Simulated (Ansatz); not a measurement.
**Worked sum: formation energy of ZnCu (CsCl type, Pm-3m) from the elements**

This concerns the formation energy of ZnCu (CsCl type, Pm-3m) from the elements. Reaction: Zn (hcp) + Cu (fcc) → ZnCu (CsCl type). Negative: the products are lower in energy. The value is per atom of the solid.

ZnCu (CsCl type, Pm-3m), 2 atoms in the cell; spin state with PBE: run without spin. Conventional cell: a = b = c = 2.9638 Å, α = β = γ = 90.00°.

Setting: static, neutral cells in Ansatz (PAW) whose structures rest at the PBE level. Ansatz (an electronic-structure program) runs with its PAW set soft_1. Other levels take these structures. The lattices are those relaxed with PBE, so at other levels the solids can be strained, which adds to the spread. A dispersion term (D3(BJ), or D4 for r2SCAN) was computed beside these levels and is taken off wherever the name lacks it.

Total energies of the cells in eV, at zero smearing width. They compare only within one column; the weights balance every element.

```
cell              atoms  weight          PBE    r2SCAN+D4
----------------  -----  ------  -----------  -----------
ZnCu (CsCl type)      2      +2  -9944.39401  -9957.43800
Zn (hcp)              2      −1  -6638.06343  -6651.56510
Cu (fcc)              1      −2  -6625.18400  -6631.43540
```

PBE: 2 × (-9944.39401) − (-6638.06343) − 2 × (-6625.18400) = -0.357 eV; dividing by 4 atoms gives -0.09 eV/atom.

r2SCAN+D4: 2 × (-9957.43800) − (-6651.56510) − 2 × (-6631.43540) = -0.440 eV; dividing by 4 atoms gives -0.11 eV/atom.

What follows from the PBE value: A formula unit of ZnCu has 2 atoms, so it forms with -0.0891 × 2 = -0.178 eV, or -17.2 kJ/mol at 96.485 kJ/mol per eV.
